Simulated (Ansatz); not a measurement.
A periodic model of amorphous W₁₆Si₁₂N₂₄:

```
W4N6Si3
1.0
    8.76837     0.07881     0.04887
    0.07881     8.24458    -0.09586
    0.04887    -0.09586     8.30817
W Si N
16 12 24
Direct
  0.47886   0.08137   0.11372
  0.22102   0.13167   0.94523
  0.63388   0.51018   0.34753
  0.45534   0.81845   0.42682
  0.06276   0.83917   0.65555
  0.52515   0.23282   0.48256
  0.25558   0.04628   0.43202
  0.28029   0.55483   0.53292
  0.71938   0.81980   0.59549
  0.68964   0.30765   0.05468
  0.43565   0.63381   0.07983
  0.37139   0.40399   0.84274
  0.03347   0.41492   0.86225
  0.74257   0.61992   0.89539
  0.81380   0.02377   0.86502
  0.42618   0.02500   0.73071
  0.94428   0.48625   0.50953
  0.90592   0.18099   0.49644
  0.56499   0.85181   0.90148
  0.57832   0.52018   0.66032
  0.61496   0.24121   0.77693
  0.17157   0.31872   0.25211
  0.08851   0.70650   0.27505
  0.72752   0.89668   0.24869
  0.21409   0.26164   0.64350
  0.09728   0.76532   0.95135
  0.34862   0.71493   0.77934
  0.96588   0.02608   0.17273
  0.80377   0.63728   0.47123
  0.21531   0.72485   0.11343
  0.64672   0.98021   0.42926
  0.96786   0.60534   0.98235
  0.19115   0.04272   0.69936
  0.88722   0.00393   0.60427
  0.68093   0.55159   0.11472
  0.54228   0.84228   0.17989
  0.06507   0.59127   0.64952
  0.03031   0.15888   0.32284
  0.92502   0.83745   0.25425
  0.26894   0.11348   0.18852
  0.03877   0.97466   0.98325
  0.77242   0.06552   0.12497
  0.29588   0.31016   0.43292
  0.55476   0.26941   0.24801
  0.86678   0.78709   0.77957
  0.89857   0.25418   0.93371
  0.41529   0.59321   0.32514
  0.78338   0.33613   0.44373
  0.18991   0.79243   0.44049
  0.19871   0.36945   0.03731
  0.07635   0.50294   0.33933
  0.01605   0.30644   0.61707
```

Computed with PBE, scalar-relativistic without spin-orbit coupling (plane waves to 420 eV, PAW; Ansatz, a program for electronic structure). Neutral PBE cell, which sets geometry, pressure and energy: sampling: a 2×2×2 Γ-centred mesh; Fermi-Dirac width 0.1 eV; no spin polarisation. The usual formal charges leave 72 electrons over, so the level spacing at the Fermi energy parts defect or band states and needn't be the band gap.

A CHGNet melt-quench gave the starting glass, which DFT then relaxed. N atoms were pushed apart under 1.9 Å during the dynamics, to hinder bonds among them. The hot cell started wider than the set density and was brought back towards it in steps. It is the lowest in DFT energy of 2 quenches. It is a model cell: composition and starting density were chosen by hand, and all elements were melted together. No dispersion term was used. Its density started from a set value of 11.61 and ended at 10.00 g/cm³. Cooling (nominally 380 K/ps over its main leg) ran many orders faster than in experiment, which tends to leave more defects and strain. A cell of this size samples the disorder only roughly. Volume and shape were free in the relaxation.

Give the pressure, the energy against reference phases and the spacing of the highest filled and lowest empty levels.


```yaml
Pressure on a 2×2×2 Γ-centred mesh: 0.05 GPa
Largest force and stress component on that mesh (the relaxation ran on one k-point at (1/4, 1/4, 1/4)): 0.37 eV/Å and 0.4 GPa
Energy relative to beta Si3N4 + W2N3 (Cm) + bcc W (lowest mix at this level among the phases computed, not always the ambient ones): 0.597 eV/atom
Level spacing at the Fermi energy on a 2×2×2 Γ-centred mesh (PBE): within the smearing (under twice its width)
```

Cut-offs for bonds: W-W 3.04 Å, W-Si 2.74 Å, W-N 2.68 Å, Si-Si 2.60 Å, Si-N 2.12 Å, N-N 1.70 Å. Two cations that share two anions don't count as bonded, nor two that share one unless they lie closer than W-W 2.95 Å, W-Si 2.66 Å, Si-Si 2.38 Å.
